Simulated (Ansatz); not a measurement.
The parent structure is ScAl3 in the Cu3Au type structure (space group Pm-3m, No. 221; a = 4.072 Å; relaxed with 0.1 eV smearing). Axes: x, y, z lie along the cube axes.

All numbers come from PBEsol (Ansatz, an electronic-structure program, PAW, no SOC), earlier PAW set.

Base values:

| Item | Value |
|---|---|
| Band gap | zero |

It is then changed as follows: uniaxial strain ε_zz = −1.82 %, all other strain components held at zero, atoms relaxed at fixed cell.

Problem. What does the calculation give for the energy relative to the base, stress and band gap after the change?

Solution. The energy goes up by 3.4 meV/atom; the stress (xx, yy, zz, yz, xz, xy; compression positive) amounts to (0.8, 0.8, 3.6, 0.0, 0.0, 0.0) GPa; the band gap stays zero.

No phonon test of stability was made. All final runs are without spin polarisation.
